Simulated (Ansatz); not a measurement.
Input:

End structure of Ru on a W site (surface) in a 3x3 cell of the 1x1 (110) surface of bcc W:

```
CELL_PARAMETERS angstrom
      8.27303     0.00000     0.00000
     -2.75768     7.79988     0.00000
      0.00000     0.00000    26.00000
ATOMIC_POSITIONS crystal
  W  0.16667 0.16667 0.37289
  W  0.16667 0.50000 0.37289
  W  0.16667 0.83333 0.37289
  W  0.50000 0.16667 0.37289
  W  0.50000 0.50000 0.37289
  W  0.50000 0.83333 0.37289
  W  0.83333 0.16667 0.37289
  W  0.83333 0.50000 0.37289
  W  0.83333 0.83333 0.37289
  W  0.00000 0.00000 0.45706
  W  0.00008 0.33329 0.45670
  W  0.99992 0.66671 0.45670
  W  0.33329 0.00008 0.45670
  W  0.33382 0.33382 0.45633
  W  0.33302 0.66698 0.45673
  W  0.66671 0.99992 0.45670
  W  0.66698 0.33302 0.45673
  W  0.66618 0.66618 0.45633
  W  0.16838 0.16838 0.54333
  W  0.16632 0.49994 0.54373
  W  0.16630 0.83370 0.54373
  W  0.49994 0.16632 0.54373
  W  0.50000 0.50000 0.54369
  W  0.50006 0.83368 0.54373
  W  0.83370 0.16630 0.54373
  W  0.83368 0.50006 0.54373
  W  0.83162 0.83162 0.54333
  Ru 0.00000 0.00000 0.62400
  W  0.99830 0.33377 0.62753
  W  0.00170 0.66623 0.62753
  W  0.33377 0.99830 0.62753
  W  0.33252 0.33252 0.62647
  W  0.33233 0.66767 0.62726
  W  0.66623 0.00170 0.62753
  W  0.66767 0.33233 0.62726
  W  0.66748 0.66748 0.62647
```

Model: 36-atom slab, 6.6 Å thick at the start (thin: gaps and levels are the slab's own), 4x4x1 mesh, Fermi-Dirac 0.1 eV, dipole correction, 9 atoms held, the rest relaxed; held to the start's symmetry, so lower structures may exist; no spin, no spin-orbit, no U.

### Question
What work function of the top face does PBE run with Ansatz (an electronic-structure program) give?

### Answer
4.79 eV

### Question
Give the formation energy against hcp Ru, bcc W at the level PBE.

### Answer
-0.080 eV

### Question
What change of the step from the bottom to the top vacuum level, against the clean slab does PBE give?

### Answer
-0.040 eV

### Question
Give the change of the work function at the level PBE.

### Answer
-0.028 eV
